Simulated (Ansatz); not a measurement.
BaTiO3 under a change: O on a Ba site (antisite), symmetric start

Start from a 15-atom supercell of BaTiO₃ in the cubic perovskite structure (space group Pm-3m, No. 221; a = 4.019 Å) at its relaxed geometry.

It is then changed as follows: one Ba atom is replaced by O, atoms relaxed at fixed cell.

Computed with plane-wave PAW DFT at the PBE level (Ansatz, a first-principles code, 420 eV), without spin-orbit coupling. Settings: 4×5×5 k-points, 0.01 eV Fermi–Dirac smearing.

```csv
quantity,base,changed,shift
pressure,0.0 GPa,-3.8 GPa,-3.8 GPa
energy gained by relaxation,–,0.10 eV,–
largest displacement of a host atom from its site in the perfect cell,–,0.10 Å,–
```

The magnetic state is the one reached from the starting moments; the real material's order can differ, and small cells can't hold many antiferromagnetic ones. The cell is small, so the values are those of an ordered compound at a high defect concentration; dilute-limit values will differ. The mesh was chosen for an insulator and is coarse for the gapless case. The defect started on the symmetric site and kept its symmetry, so it may sit on a saddle. No Hubbard U is applied, and correlation can decide whether such a compound is a metal. Spin-polarised in the final run: O on a Ba site (antisite); the other runs are not. Many cubic perovskites are stable only at high temperature; tilts and polar distortions were not tested. The defect cell is spin-polarised and ends with 4.0 μB. This is not the structure that BaTiO3 has at room temperature and ambient pressure.
